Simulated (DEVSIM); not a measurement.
System: Si/Ge n-p heterojunction, at 300 K.

| layer (left to right) | material | thickness (μm) | Nd (cm⁻³) | Na (cm⁻³) | τn (s) | τp (s) |
|---|---|---|---|---|---|---|
| 1 | Si | 1.40 | 6.7e16 | - | 6.1e-7 | 6.1e-7 |
| 2 | Ge | 0.710 | - | 3.9e14 | 6.1e-7 | 6.1e-7 |

Left contact: ohmic. Right contact: ohmic. Voltage is applied to the left contact. Recombination: SRH at mid-gap, radiative, Auger. Mobility is μmin + (μ − μmin)/(1 + (N/Nref)^α).

Constants are typed, rounded textbook-type inputs, not results; the design itself was drawn at random and stands for no fabricated device. Values at 300 K.

```tsv
parameter	Si	Ge
gap (eV)	1.124	0.664
affinity (eV)	4.05	4
permittivity	11.7	16
Nc (cm⁻³)	2.86e19	1.04e19
Nv (cm⁻³)	3.1e19	6e18
μn (cm²/Vs)	1417	3900
μp (cm²/Vs)	470	1900
μn,min	52	150
μp,min	45	100
Nref,n	9.7e16	2.6e17
Nref,p	2.2e17	4e17
αn	0.68	0.56
αp	0.72	0.6
B (cm³/s)	4.7e-15	6.4e-14
Cn (cm⁶/s)	2.8e-31	1e-31
Cp (cm⁶/s)	9.9e-32	1e-31
```

Model (solved in DEVSIM): 1D drift-diffusion, Boltzmann statistics, complete ionisation; no tunnelling, impact ionisation, image-force lowering or self-heating. Band offsets follow the typed affinities; no thermionic-emission limit at abrupt steps, no polarisation charge.

Problem. Tabulate band edges, carrier densities and field at zero bias.

Solution. Energies count from the Fermi level of the right contact; mesh points crowd at the junctions.

| x (μm) | Ec (eV) | Ev (eV) | n (cm⁻³) | p (cm⁻³) | field (V/cm) |
|---|---|---|---|---|---|
| 0.000 | 0.157 | -0.967 | 6.7e16 | 1700 | ≈ 0 |
| 0.006041 | 0.157 | -0.967 | 6.7e16 | 1700 | ≈ 0 |
| 0.01963 | 0.157 | -0.967 | 6.7e16 | 1700 | ≈ 0 |
| 0.05020 | 0.157 | -0.967 | 6.7e16 | 1700 | ≈ 0 |
| 0.1596 | 0.157 | -0.967 | 6.7e16 | 1700 | ≈ 0 |
| 0.3650 | 0.157 | -0.967 | 6.7e16 | 1700 | ≈ 0 |
| 0.8055 | 0.157 | -0.967 | 6.7e16 | 1700 | ≈ 0 |
| 1.196 | 0.157 | -0.967 | 6.7e16 | 1700 | ≈ 0 |
| 1.312 | 0.157 | -0.967 | 6.7e16 | 1700 | 34 |
| 1.364 | 0.158 | -0.966 | 6.4e16 | 1800 | 870 |
| 1.387 | 0.162 | -0.962 | 5.4e16 | 2200 | 3500 |
| 1.399 | 0.168 | -0.956 | 4.2e16 | 2800 | 7000 |
| 1.404 | 0.221 | -0.443 | 2.0e15 | 2.2e11 | 5400 |
| 1.414 | 0.227 | -0.437 | 1.6e15 | 2.7e11 | 5100 |
| 1.452 | 0.245 | -0.419 | 8.0e14 | 5.5e11 | 4500 |
| 1.522 | 0.273 | -0.391 | 2.6e14 | 1.7e12 | 3800 |
| 1.679 | 0.325 | -0.339 | 3.6e13 | 1.2e13 | 2900 |
| 1.910 | 0.381 | -0.283 | 4.2e12 | 1.0e14 | 2000 |
| 2.043 | 0.404 | -0.260 | 1.7e12 | 2.6e14 | 1600 |
| 2.083 | 0.411 | -0.253 | 1.3e12 | 3.3e14 | 1600 |
| 2.100 | 0.413 | -0.251 | 1.2e12 | 3.7e14 | 1600 |
| 2.110 | 0.415 | -0.249 | 1.1e12 | 3.9e14 | 1600 |
